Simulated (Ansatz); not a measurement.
Defect migration in 3C silicon carbide: interstitial B, charge state +1. The step: several atoms move together, B the farthest; the atom moves 1.27 Å along (-0.14, -0.14, 0.21) of the unit cell; at the end the B atom holds a host C site and a host atom stands off its site; the moving atom starts with neighbours 3 C at 1.70; 3 Si at 2.00 Å and ends with C at 1.36; 2 Si at 1.90 Å. A PBE band in Ansatz (plane-wave PAW, a 2×2×2 k-point mesh shifted by half a step, 64 host sites, 82 SCF runs with any check of the saddle's order, static, no finite-size correction) gives a forward barrier of 1.02 eV. The saddle point's order was not checked, and it lies on a symmetry element of the cell, where a band can be held. The charge state is imposed; whether it is stable for some Fermi level was not computed. Sites that were not tried may lie lower.

Single points at the band's start and saddle point can refine it. Rough cost of one point, in units of the band's mean SCF on the same machine:

```
Level                                                          Cost of one point
-------------------------------------------------------------  -----------------
PBE, a 3×3×3 k-point mesh shifted by half a step                         about 3
r2SCAN at 500 eV, a 2×2×2 k-point mesh shifted by half a step            under 2
```

Problem. Which of these move the barrier by more than 0.1 eV, and how far does each move it?

Solution. PBE, a 3×3×3 k-point mesh shifted by half a step: -0.01 eV; r2SCAN at 500 eV, a 2×2×2 k-point mesh shifted by half a step: -0.12 eV. Each functional is compared with PBE at the same k-points.

Ansatz is an electronic-structure program.
